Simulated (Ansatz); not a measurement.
Consider Mg2Ge in the anti-fluorite structure (space group Fm-3m, No. 225).

```
Mg2Ge
1.0
    0.00000     3.18199     3.18199
    3.18199     0.00000     3.18199
    3.18199     3.18199     0.00000
Ge Mg
1 2
Cartesian
  0.00000   0.00000   0.00000
  1.59099   1.59099   1.59099
  4.77298   4.77298   4.77298
```

Cartesian axes are those of the cell as printed.

Level of theory: PBEsol (Ansatz, a first-principles code; PAW; 420 eV plane waves; no spin-orbit coupling), earlier PAW set.

For the base:

Band gap: 0.08 eV
Volume per atom: 21.48 Å³

It is then changed as follows: uniaxial stress, 5 GPa tension along z; all other stress components relax to zero.

Question: How does this affect the band gap?

Answer: The band gap changes from 0.08 eV to zero.

Question: How does this affect the volume per atom?

Answer: The volume per atom rises by 0.77 Å³ (21.48 Å³ → 22.25 Å³).

Load acts through the strain it causes; cell and atoms are relaxed under it. Stability under load was not tested beyond the relaxation. All final runs are without spin polarisation. A zero or small gap of Mg2Ge can be the functional's error rather than a property of the material.
